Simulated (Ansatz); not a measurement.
**A computed series for BeS: pressure series**

Base system: BeS in the zinc blende structure (space group F-43m, No. 216; a = 4.796 Å).

Cell and atoms are relaxed at each pressure.

Level of theory: Ansatz (an electronic-structure program), LDA, PAW, cutoff 420 eV, no spin-orbit coupling.

Candidates:
(a) pressure 30 GPa
(b) pressure −1 GPa
(c) pressure 9 GPa
(d) pressure 15 GPa
(e) pressure 0.9 GPa

For the base:

The band gap is 2.82 eV.

### Question
Order them by band gap, highest first.

### Answer
(b) pressure −1 GPa (2.85 eV), (e) pressure 0.9 GPa (2.80 eV), (c) pressure 9 GPa (2.64 eV), (d) pressure 15 GPa (2.52 eV), (a) pressure 30 GPa (2.27 eV)

Load acts through the strain it causes; cell and atoms are relaxed under it. No phonon test of stability was made. Competing high-pressure phases were not computed.
